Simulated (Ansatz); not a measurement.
# Response to strain in Ir

The parent structure is Ir in the fcc (Cu type) structure (space group Fm-3m, No. 225; a = 3.8450 Å; relaxed with 0.1 eV smearing). Axes: x, y, z lie along the cube axes.

Strains are applied to the cell and any free atomic positions relax; under biaxial strain the out-of-plane vector relaxes too.

Level of theory: r2SCAN, PAW, 500 eV (Ansatz, a first-principles code; without spin-orbit coupling).

| biaxial strain, plane normal [001], relaxed out of plane (%) | out-of-plane strain (%) |
|---|---|
| 0 | 0.00 |
| 0.5 | -0.39 |
| 1 | -0.78 |
| 1.5 | ? |
| 2 | -1.54 |
| 2.5 | -1.93 |
| 3 | -2.31 |

**Question.** Fit ε⊥ = −νε + γε² (strains in %) to the rows shown and predict the withheld row.

**Answer.** Least squares on the printed values gives ν = 0.78 (the biaxial Poisson response) and γ = 0.003 (largest residual 0.01 %); this predicts -1.16 %, and the run gives -1.16 %, in agreement.

Stability against distortions was not tested. The final runs are not spin-polarised.
